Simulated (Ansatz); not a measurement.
**A computed series for KFe2Se2: pressure series**

The parent structure is KFe2Se2 (space group I4/mmm, No. 139; ferromagnetic; a cell from a computed database, its experimental status unchecked).

```
CELL_PARAMETERS angstrom
     -1.83816     1.83816     7.32173
      1.83816    -1.83816     7.32173
      1.83816     1.83816    -7.32173
ATOMIC_POSITIONS crystal
  K  0.00000 0.00000 0.00000
  Fe 0.75000 0.25000 0.50000
  Fe 0.25000 0.75000 0.50000
  Se 0.63995 0.63995 0.00000
  Se 0.36005 0.36005 0.00000
```

Cell and atoms are relaxed at each pressure.

Level of theory: PBEsol/PAW in Ansatz (a quantum-chemistry and plane-wave program), no SOC.

```tsv
case	c/a ratio	shortest interatomic distance
base	3.983	2.445 Å
pressure 0.3 GPa	3.977	2.443 Å
pressure 0.7 GPa	3.967	2.440 Å
pressure 1.5 GPa	3.949	2.435 Å
pressure 3 GPa	3.919	2.425 Å
pressure 5 GPa	3.881	2.413 Å
```

Other magnetic orders, which the real material may have, were not ruled out. Load acts through the strain it causes; cell and atoms are relaxed under it. Whether these cells are dynamically stable was not tested. Competing high-pressure phases were not computed.
